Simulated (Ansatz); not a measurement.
Results of PBEsol in Ansatz (plane waves, PAW) for LaScO3 (Pnma, No. 62).

Numerical settings: plane-wave cutoff 520 eV, 6×4×6 k mesh (along the axes of the cell as run), Fermi–Dirac smearing 0.01 eV, scalar-relativistic PAW data made under PBE.

Cell (relaxed at this level):

```xyz
20
Lattice="5.7654 0.0000 0.0000 0.0000 8.0389 0.0000 0.0000 0.0000 5.6396" Properties=species:S:1:pos:R:3 pbc="T T T"
La     5.5006     2.0097     0.0663
La     0.2648     6.0292     5.5733
La     3.1475     6.0292     2.8861
La     2.6179     2.0097     2.7535
Sc     2.8827     0.0000     0.0000
Sc     0.0000     0.0000     2.8198
Sc     0.0000     4.0195     2.8198
Sc     2.8827     4.0195     0.0000
O      3.0777     2.0097     5.0753
O      2.6878     6.0292     0.5643
O      5.5705     6.0292     2.2555
O      0.1949     2.0097     3.3841
O      1.7070     7.6099     3.9709
O      4.0584     0.4290     1.6688
O      1.1757     0.4290     1.1511
O      4.5897     7.6099     4.4886
O      4.5897     4.4485     4.4886
O      1.1757     3.5904     1.1511
O      4.0584     3.5904     1.6688
O      1.7070     4.4485     3.9709
```

Problem. Predict the band gap.

Solution. 
* **band gap**: 3.93 eV (on the SCF k mesh)

Note: the relaxation could not lower the start's symmetry, so the cell can be a saddle point above a distorted one.

Spin–orbit coupling is not included.

Computed values are for the static lattice.

Computing time: about 21 core-minutes (a rough figure).

Ansatz is a program for electronic structure.
